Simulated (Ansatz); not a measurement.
RuIr (R-3m, No. 166, 2 atoms in the cell; start mp-1223860)

All values below come from r²SCAN (plane waves, PAW; Ansatz, a first-principles code).

Numerical settings: plane-wave cutoff 560 eV, 24×24×24 k mesh, Fermi–Dirac smearing 0.05 eV, no spin polarisation, scalar-relativistic PAW data made under PBE.

Cell (relaxed at this level):

```yaml
crystal:
  lattice:
    - [1.34668, 0.77750, 4.41150]
    - [-1.34668, 0.77750, 4.41150]
    - [0.00000, -1.55501, 4.41150]
  atoms:
    - { symbol: Ru, position: [0.50000, 0.50000, 0.50000] }
    - { symbol: Ir, position: [0.00000, 0.00000, 0.00000] }
```

| Property | Value |
|---|---|
| bulk modulus B0 | 358 GPa |

Note: the run has no spin polarisation, so it can have missed a magnetic state; the bulk modulus is −V dP/dV from two relaxed cells at ±2 % in volume; the relaxation could not lower the start's symmetry, so the cell can be a saddle point above a distorted one.

Spin–orbit coupling is not included.

Cost on a shared machine: roughly 6 core-minutes.

A start named mp-… is a Materials Project structure, which need not be a measured phase.
